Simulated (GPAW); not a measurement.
Input and output of a self-consistent single point for ZrNbCN (R3m, 4 atoms in the cell) (GPAW).

Method of the run: LDA (Perdew-Wang 92), GPAW PAW datasets LDA (gpaw-data 1.0.1) (plane waves; GPAW).

The change in words: lattice scaled by 0.98. Reference geometry:
```yaml
crystal:
  lattice:
    - [1.60271, 0.92533, 5.26529]
    - [-1.60271, 0.92533, 5.26529]
    - [0.00000, -1.85065, 5.26529]
  atoms:
    - { symbol: Zr, position: [0.25235, 0.25235, 0.25235] }
    - { symbol: Nb, position: [0.74678, 0.74678, 0.74678] }
    - { symbol: C, position: [0.00328, 0.00328, 0.00328] }
    - { symbol: N, position: [0.49759, 0.49759, 0.49759] }
```

Reference input (self-consistent single point, DFT LDA (Perdew-Wang 92), plane waves, GPAW PAW datasets LDA (gpaw-data 1.0.1)): mode = pw; ecut = 900 eV; xc = LDA; kpts = 11 11 11; mesh shift (steps) = 0 0 0; occupations.name = fermi-dirac; occupations.width = 0.1 eV; nbands = -12; convergence.forces = 0.001 eV/Å; symmetry.symmorphic = false; symmetry.tolerance = 0.0005; maxiter = 120. This run's input differs from it in these lines:

```diff
@@ -5,5 +5,5 @@
 atoms = Atoms(['Zr', 'Nb', 'C', 'N'],
-              cell=[[1.602712, 0.925326, 5.265293],
-                    [-1.602712, 0.925326, 5.265293],
-                    [0.000000, -1.850652, 5.265293]],
+              cell=[[1.570658, 0.906819, 5.159987],
+                    [-1.570658, 0.906819, 5.159987],
+                    [0.000000, -1.813639, 5.159987]],
               scaled_positions=[[0.252350, 0.252350, 0.252350],
```

Output (repeated stretches shortened):

```
     iter     time        total  log10-change:
                         energy   eigst   dens  force
iter:   1 --:--:--   -50.923130
iter:   2 --:--:--   -48.749858   -0.78  -0.88
iter:   3 --:--:--   -44.377746   -0.53  -0.95
iter:   4 --:--:--   -44.324839   -1.78  -1.40
iter:   5 --:--:--   -44.355371   -1.95  -1.40
iter:   6 --:--:--   -44.121339   -2.17  -1.51
iter:   7 --:--:--   -44.112532   -2.45  -1.77
iter:   8 --:--:--   -44.107904c  -3.81  -2.57
iter:   9 --:--:--   -44.105892c  -3.94  -2.62
iter:  10 --:--:--   -44.105582c  -4.61  -2.89
iter:  11 --:--:--   -44.105373c  -4.81  -3.02
iter:  12 --:--:--   -44.105294c  -5.25  -3.20
iter:  13 --:--:--   -44.105282c  -6.14  -3.29
iter:  14 --:--:--   -44.105271c  -6.08  -3.34
iter:  15 --:--:--   -44.105252c  -5.51  -3.44
iter:  16 --:--:--   -44.105251c  -6.54  -3.86
iter:  17 --:--:--   -44.105250c  -7.48c -3.89
iter:  18 --:--:--   -44.105249c  -6.72  -3.93
iter:  19 --:--:--   -44.105248c  -6.73  -4.10c
iter:  20 --:--:--   -44.105248c  -7.83c -4.33c
iter:  21 --:--:--   -44.105248c  -7.18  -4.37c
iter:  22 --:--:--   -44.105248c  -8.32c -4.81c -2.00
iter:  23 --:--:--   -44.105248c  -8.76c -4.85c -3.05c
Converged after 23 iterations.

Dipole moment: (0.000000, 0.000000, -1.149780) |e|*Ang

Energy contributions relative to reference atoms: (reference = -204071.769735)

Kinetic:        +35.232260
Potential:      -39.547465
External:        +0.000000
XC:             -39.988419
Entropy (-ST):   -0.041697
Local:           +0.219224
SIC:             +0.000000
--------------------------
Free energy:    -44.126096
Extrapolated:   -44.105248

Showing only first 2 kpts
 Kpt  Band  Eigenvalues  Occupancy
  0    15     11.91738    2.00000
  0    16     12.55237    1.99951
  0    17     12.55238    1.99951
  0    18     12.62493    1.99899

  1    15     10.71814    2.00000
  1    16     12.84729    1.99067
  1    17     13.47705    0.56413
  1    18     13.80810    0.02827

Fermi level: 13.38362

No gap
No difference between direct/indirect transitions
Energy (eV): -44.105248

Forces in eV/Ang:
  0 Zr    0.00000    0.00000   -0.40343
  1 Nb    0.00000   -0.00000    0.50972
  2 C    -0.00000   -0.00000    0.00485
  3 N     0.00000    0.00000   -0.11227

Stress tensor:
    -0.030998     0.000000    -0.000000
    -0.000000    -0.030998    -0.000000
    -0.000000    -0.000000    -0.029937
Stress (GPa, Voigt): [-4.9664 -4.9664 -4.7965 -0.     -0.      0.    ]
```

The run converged in 23 iterations. GPAW prints stress with tension positive. Against the reference run the free energy drops by 17.2 meV/atom and the largest force goes from 0.221 to 0.510 eV/Å.

At such cutoffs GPAW's stress carries a finite-basis (Pulay) error, which enters relaxed cells too; its log prints stress with tension positive.

The starting cell comes from a database of computed structures (which also holds hypothetical and non-ambient phases and stackings), without a prior relaxation at this level. Its lattice was rescaled by a random factor within 2.5 % of one. For this run, on top of that: lattice scaled by 0.98. Spin polarisation is off.

Cost on one core of a shared machine: roughly 7 min.
